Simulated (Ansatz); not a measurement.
Be5Au (F-43m, No. 216), treated with PBEsol (Ansatz, a first-principles code, PAW).

Numerical settings: plane-wave cutoff 520 eV, 16×16×16 k mesh, Fermi–Dirac smearing 0.05 eV, scalar-relativistic PAW data made under PBE.

Computed at the level's own relaxed cell.

Question: What does this level give for the equilibrium volume per atom, bulk modulus B0, equilibrium lattice constant a and pressure derivative B′ of the bulk modulus?

Answer: 
* **equilibrium volume per atom**: 9.33 Å³/atom
* **bulk modulus B0**: 146 GPa
* **equilibrium lattice constant a**: 6.072 Å
* **pressure derivative B′ of the bulk modulus**: 3.9

The run finds no gap.

Spin–orbit coupling is not included; it can shift volumes and moduli of such heavy elements.

The computed numbers hold no vibrational or temperature effects.
